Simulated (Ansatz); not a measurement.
A thin film of fcc (Cu type) Al is deposited stress-free at 625 K on a thick substrate of diamond Ge and cooled to 300 K. Take the in-plane direction as the cubic or basal-plane axis of each crystal, and these free lattice constants from quasi-harmonic approximation on PBEsol in Ansatz (a program for electronic structure).

```json
[
 {"crystal": "Al", "a at 300 K (Å)": "4.04434", "a at 625 K (Å)": "4.07585"},
 {"crystal": "Ge", "a at 300 K (Å)": "5.68987", "a at 625 K (Å)": "5.70402"}
]
```

 Spin-orbit coupling is not included. The runs of Al (PBEsol) noted for some cells that some bands missed the eigensolver's tolerance; how far this moves their values was not measured.

Problem. What in-plane thermal strain does the film carry at 300 K, and is it tensile or compressive?

Solution. With logarithmic strains ln(a_hot/a_300): left free, the film would shrink by 0.776 % and the substrate by 0.248 %. The film is held to the substrate, so its strain is 0.528 %: tensile. Plastic relief and phase changes are ignored.
